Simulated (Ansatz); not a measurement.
Data:

```yaml
crystal:
  lattice:
    - [4.36611, 0.00000, 0.00000]
    - [2.18305, 3.78116, 0.00000]
    - [2.18305, -1.26039, 3.45619]
  atoms:
    - { symbol: Ga, position: [0.00309, 0.99846, 0.99537] }
    - { symbol: Sb, position: [0.49691, 0.25154, 0.75463] }
```

No spin polarisation.

Method: LDA (Ansatz, an electronic-structure program; PAW; 420 eV plane waves; without spin-orbit coupling). k-mesh 13×13×13 (Γ-centred); smearing 0.05 eV (Fermi–Dirac).

Question: Predict the space group and pressure.

Answer: Space group: R3m (No. 160)
Pressure (mean of the normal stresses, compression positive): -1.6 GPa

The cells carry an imposed strain or load. Stability against distortions was not tested. The final runs are not spin-polarised. The cell was made from GaSb in the zinc blende structure (space group F-43m, No. 216) by this change: biaxial strain +2.08 %, plane normal [111], relaxed out of plane.
